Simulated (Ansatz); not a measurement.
Consider KF in the rock salt structure (space group Fm-3m, No. 225; a = 5.307 Å). Axes: x, y, z lie along the cube axes.

Calculations: DFT with PBEsol, PAW potentials and a 420 eV plane-wave cutoff in Ansatz (a quantum-chemistry and plane-wave program), no spin-orbit coupling.

Base values:

| Property | Result |
|---|---|
| Valence-band top at Γ | 0.00, 0.00, 0.00 eV |
| Band gap | 6.15 eV |
| Electron mass | 0.54 mₑ (at Γ) |

Modification: uniaxial strain ε_zz = +1.00 %, all other strain components held at zero, atoms relaxed at fixed cell.

What happens to the valence-band top at Γ?

The valence-band top at Γ (three highest levels, from the VBM) becomes 0.00, 0.00, -0.01 eV (base: 0.00, 0.00, 0.00 eV).

Estimate the effect on the energy relative to the base.

The energy grows by 0.4 meV/atom.

Estimate the effect on the stress.

The stress (xx, yy, zz, yz, xz, xy; compression positive) amounts to (-0.15, -0.15, -0.66, 0.00, 0.00, 0.00) GPa.

Estimate the effect on the band gap.

The band gap decreases by 0.056 eV to 6.10 eV.

What happens to the electron mass?

The electron mass stays 0.54 mₑ (at Γ).

Masses are band curvatures over ±0.01 Å⁻¹ around the edge. Stability against distortions was not tested.
